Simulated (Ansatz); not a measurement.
Start from TiRu in the CsCl type structure (space group Pm-3m, No. 221; relaxed with 0.1 eV smearing).

```
TiRu
1.0
    3.04583     0.00000     0.00000
    0.00000     3.04583     0.00000
    0.00000     0.00000     3.04583
Ti Ru
1 1
Direct
  0.00000   0.00000   0.00000
  0.50000   0.50000   0.50000
```

Cartesian axes are those of the cell as printed.

Level of theory: Kohn–Sham DFT with the PBEsol functional, run in Ansatz (a program for electronic structure) with PAW and 420 eV plane waves, without spin-orbit coupling.

One thing is altered: the cell is compressed by 0.82 % along y with no lateral relaxation; the atoms relax in the strained cell.

**Question.** What does the calculation give for the stress and energy relative to the base after the change?

**Answer.** The stress (xx, yy, zz, yz, xz, xy; compression positive) amounts to (1.1, 3.8, 1.1, 0.0, 0.0, 0.0) GPa; the energy rises by 1.4 meV/atom.

Whether these cells are dynamically stable was not tested. All final runs are without spin polarisation.
